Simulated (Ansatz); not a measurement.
## Response to strain in hypothetical cubic perovskite NaCuI3

Base system: NaCuI$_{3}$ in the cubic perovskite structure (space group Pm-3m, No. 221; a hypothetical phase, not in the database extracts checked).

```xyz
5
Lattice="5.4255 0.0000 0.0000 0.0000 5.4255 0.0000 0.0000 0.0000 5.4255" Properties=species:S:1:pos:R:3 pbc="T T T"
Na     0.0000     0.0000     0.0000
Cu     2.7127     2.7127     2.7127
I      0.0000     2.7127     2.7127
I      2.7127     2.7127     0.0000
I      2.7127     0.0000     2.7127
```

Cartesian axes are those of the cell as printed.

Strains are applied to the cell and any free atomic positions relax; under biaxial strain the out-of-plane vector relaxes too.

Method: plane-wave PAW DFT at the PBEsol level (Ansatz, a program for electronic structure, 420 eV), no spin-orbit coupling.

Candidates:
(a) biaxial strain −3.64 %, plane normal [111], relaxed out of plane
(b) isotropic strain −1.44 %
(c) biaxial strain +1.51 %, plane normal [001], relaxed out of plane
(d) biaxial strain −4.33 %, plane normal [111], relaxed out of plane
(e) biaxial strain +2.27 %, plane normal [001], relaxed out of plane

Notes on the quantities. energy relative to the base: free energy F.

Problem. Order them by energy relative to the base, highest first.

Solution. (d) biaxial strain −4.33 %, plane normal [111], relaxed out of plane (+15 meV/atom), (a) biaxial strain −3.64 %, plane normal [111], relaxed out of plane (+10 meV/atom), (b) isotropic strain −1.44 % (+6.0 meV/atom), (e) biaxial strain +2.27 %, plane normal [001], relaxed out of plane (+4.4 meV/atom), (c) biaxial strain +1.51 %, plane normal [001], relaxed out of plane (+2.0 meV/atom)

Without a gap, meshes like the base's 9×9×9 leave anisotropic stresses uncertain by several tenths of a GPa, and small strain energies with them. Stability against distortions was not tested. The final runs are not spin-polarised. An odd electron count without spin: NaCuI3. Many cubic perovskites are stable only at high temperature; tilts and polar distortions were not tested.
